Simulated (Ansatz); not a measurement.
# MgTe (model structure, started from the litharge type, P4/nmm, No. 129, 4 atoms in the cell)

These are PBE-D3(BJ) (Ansatz, a quantum-chemistry and plane-wave program, PAW) values and carry that method's errors.

Run with plane-wave cutoff 520 eV, 12×12×10 k mesh (along the axes of the cell as run), Fermi–Dirac smearing 0.05 eV, scalar-relativistic PAW data made under PBE.

Cell (relaxed at this level):

```xyz
4
Lattice="5.5351 0.0000 0.0000 0.0000 5.5351 0.0000 0.0000 0.0000 4.2087" Properties=species:S:1:pos:R:3 pbc="T T T"
Mg     2.7675     0.0000     0.6873
Mg     0.0000     2.7675     3.5214
Te     0.0000     0.0000     0.0000
Te     2.7675     2.7675     0.0000
```

```
Quantity  Value
--------  -----
band gap   none
```

Note: the relaxation could raise the start's symmetry but not lower it, so the cell can be a saddle point.

Spin–orbit coupling is not included; it can open a gap where bands touch, and shift volumes and moduli.

Computed values are for the static lattice.

The result took about 3 core-minutes (a rough figure).

A model structure was made by putting elements into a prototype or built by hand; it is no filed structure, need not be a known phase, and can be a saddle point held by its symmetry.
